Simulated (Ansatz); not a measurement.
**Carrier properties of MgO (Fm-3m)**

Data:

```
MgO
1.0
    0.00000     2.11663     2.11663
    2.11663     0.00000     2.11663
    2.11663     2.11663     0.00000
Mg O
1 1
Direct
  0.00000   0.00000   0.00000
  0.50000   0.50000   0.50000
```

Level of theory: PBEsol, rigid bands (plane waves, PAW, scalar-relativistic; Ansatz, a first-principles code). Condition of this run: hydrostatic pressure -2 GPa (the target of the relaxation). How the cell was made: cell and atoms relaxed with PBEsol, then loaded as said.

The band gap is 4.50 eV, the electron conductivity mass (300 K, dilute) is 0.35 mₑ and the hole conductivity mass (300 K, dilute) is 2.3 mₑ. The effective density of states N_c (300 K) comes out as 5.2e18 cm⁻³, the effective density of states N_v (300 K) comes out as 3.1e20 cm⁻³ and the density-of-states mass, electrons is 0.35 mₑ. The density-of-states mass, holes comes out as 5.4 mₑ and the Seebeck coefficient, n-type 1e19 cm⁻³, 300 K is -170 μV/K. The best n-type power factor at 300 K for τ = 10 fs (best axis; densities from 1e16 to 1e21 cm⁻³ tried, whether or not they can be reached) is 2.3 μW/(cm·K²) at 3e19 cm⁻³ and the Seebeck coefficient, p-type 1e19 cm⁻³, 300 K is 510 μV/K.

Rigid bands; masses and Seebeck coefficients take one relaxation time τ for all states and one kind of carrier; polarons and phonon drag are left out. Spin-orbit coupling is left out.
